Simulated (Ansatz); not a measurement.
Start from SiO2 in the rutile structure (space group P4_2/mnm, No. 136; a = 4.2359 Å, c = 2.6899 Å). Axes: x, y, z lie along a, b, c of the conventional cell.

Structures relaxed with PBE, PAW, 420 eV (Ansatz, an electronic-structure program; scalar-relativistic without spin-orbit coupling), earlier PAW set.

Base:

Simulated powder pattern, Cu Kα1, λ = 1.54056 Å (kinematic, ideal powder, no thermal factors, no anomalous dispersion; the 8 strongest lines at most, above 2 %, up to 2θ = 90°):

```
2θ (°)  I/Imax (%)    hkl
------  ----------  -----
29.80          100  (110)
39.66           24  (101)
45.27           40  (111)
47.99           16  (210)
59.65           60  (211)
61.91           20  (220)
76.07           29  (301)
77.78           11  (112)
```

One thing is altered: compressive biaxial strain of 2.45 % in the plane normal to [001], as in epitaxy on a mismatched substrate; the out-of-plane cell vector and the atoms relax.

Q: Where do the lines fall after the change?

A: 
Simulated powder pattern, Cu Kα1, λ = 1.54056 Å (kinematic, ideal powder, no thermal factors, no anomalous dispersion; the 8 strongest lines at most, above 2 %, up to 2θ = 90°):

| 2θ (°) | d (Å) | I/Imax (%) | hkl |
|---|---|---|---|
| 30.57 | 2.922 | 100 | (110) |
| 39.56 | 2.276 | 28 | (101) |
| 45.46 | 1.994 | 44 | (111) |
| 49.27 | 1.848 | 15 | (210) |
| 60.47 | 1.530 | 63 | (211) |
| 63.64 | 1.461 | 21 | (220) |
| 68.80 | 1.363 | 12 | (002) |
| 77.59 | 1.229 | 29 | (301) |

The indices refer to the base's conventional cell; one index is shown for lines that coincide.

No phonon test of stability was made.
